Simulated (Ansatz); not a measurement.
## A series of runs on FeO (Fm-3m, 2 atoms in the cell)

```
FeO
1.0
    0.00000     2.13122     2.13122
    2.13122     0.00000     2.13122
    2.13122     2.13122     0.00000
Fe O
1 1
Direct
  0.00000   0.00000   0.00000
  0.50000   0.50000   0.50000
```
Moments meant for the start (each program seeds them in its own way; μB, in the order of the atoms Fe O): 4.0 0.0.

Base run A: Ansatz (a first-principles code) with PBE, self-consistent single point.

Its settings: kpoints.mp_grid.grid = 18 18 18; hamiltonian.xc = pbe; hamiltonian.pseudopotentials = {kind: paw} (the program's default PAW files); magnetization.spin_polarized = true; scf.occupations.method = fermi_dirac; scf.occupations.width = 0.1 eV.

The starting cell comes from a database of computed structures (which also holds hypothetical and non-ambient phases and stackings), without a prior relaxation at this level. The magnetic order is the one reached from the typed start; others were not searched systematically. In the base run, with a pressure of about 7 GPa the cell is away from its equilibrium volume at this level. Ansatz's pressure includes its estimate of the finite-basis (Pulay) stress.

ΔF is the free energy per atom less that of run A. 

Run A gave: pressure (GPa) 6.61; size of the net moment (μB/atom) 2.00; TS (meV/atom) 22.4; k-points 195.

Runs:
- B: kpoints.mp_grid.grid, scf.occupations.width = 13 13 13, 0.03 eV
- C: kpoints.mp_grid.grid, scf.occupations.width = 13 13 13, 0.1 eV
- D: kpoints.mp_grid.grid, scf.occupations.width = 13 13 13, 0.3 eV
- E: kpoints.mp_grid.grid, scf.occupations.width = 15 15 15, 0.03 eV
- F: kpoints.mp_grid.grid, scf.occupations.width = 15 15 15, 0.1 eV
- G: kpoints.mp_grid.grid, scf.occupations.width = 15 15 15, 0.3 eV
- H: kpoints.mp_grid.grid, scf.occupations.width = 18 18 18, 0.03 eV
- I: kpoints.mp_grid.grid, scf.occupations.width = 18 18 18, 0.3 eV
- J: kpoints.mp_grid.grid, scf.occupations.width = 21 21 21, 0.03 eV
- K: kpoints.mp_grid.grid, scf.occupations.width = 21 21 21, 0.1 eV
- L: kpoints.mp_grid.grid, scf.occupations.width = 21 21 21, 0.3 eV

### Question
What does run E change against A?

### Answer
The free energy rises by 9.5 meV/atom, the pressure goes from 6.61 to 6.43 GPa and the size of the net moment stays at 2.00 μB/atom.

### Question
What does run I change against A?

### Answer
The free energy goes down by 103 meV/atom, the pressure goes from 6.61 to 6.35 GPa and the size of the net moment goes from 2.00 to 1.89 μB/atom.

### Question
What does run G change against A?

### Answer
The free energy falls by 103 meV/atom, the pressure goes from 6.61 to 6.34 GPa and the size of the net moment goes from 2.00 to 1.89 μB/atom.

```csv
run,ΔF (meV/atom),pressure (GPa),size of the net moment (μB/atom),TS (meV/atom),k-points
A,0.00,6.61,2.00,22.4,195
B,9.4,6.43,2.00,1.6,84
C,-0.04,6.61,2.00,22.3,84
D,-103.4,6.34,1.89,242.1,84
E,9.5,6.43,2.00,1.7,120
F,-0.02,6.61,2.00,22.3,120
G,-103.4,6.34,1.89,242.1,120
H,9.6,6.44,2.00,1.8,195
I,-103.3,6.35,1.89,242.1,195
J,9.6,6.44,2.00,1.8,286
K,0.01,6.61,2.00,22.4,286
L,-103.3,6.34,1.89,242.1,286
```

Keys are those of Ansatz 0.2.
